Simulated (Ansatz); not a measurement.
Defect: Zn vacancy in zinc-blende ZnSe, charge state -2. The step: one Zn atom jumps into the vacancy from a nearby Zn site; the atom moves 3.90 Å along (0.00, 0.48, -0.48) of the unit cell; the moving atom starts with neighbours Se at 2.42, 2 Se at 2.51, Se at 2.52 Å and ends with Se at 2.42, 2 Se at 2.51, Se at 2.52 Å. A PBE band in Ansatz (plane-wave PAW, one k-point at (0.250, 0.250, 0.250), 64 host sites, 93 SCF runs with any check of the saddle's order, static, no finite-size correction) gives a forward barrier of 1.28 eV. The program found a first-order saddle point. The charge state is imposed; whether it is stable for some Fermi level was not computed. Forms of the defect that were not tried may lie lower.

Single points at the band's start and saddle point can refine it. Rough cost of one point, in units of the band's mean SCF on the same machine:

```tsv
Level	Cost of one point
PBE, a 2×2×2 k-point mesh shifted by half a step	about 5
r2SCAN at 500 eV, one k-point at (0.250, 0.250, 0.250)	about 3
```

Task: Which of these move the barrier by more than 0.1 eV, and how far does each move it?

Result: Not one does. PBE, a 2×2×2 k-point mesh shifted by half a step: 0.00 eV; r2SCAN at 500 eV, one k-point at (0.250, 0.250, 0.250): +0.07 eV. Each functional is compared with PBE at the same k-points.

Ansatz is a program for electronic structure.
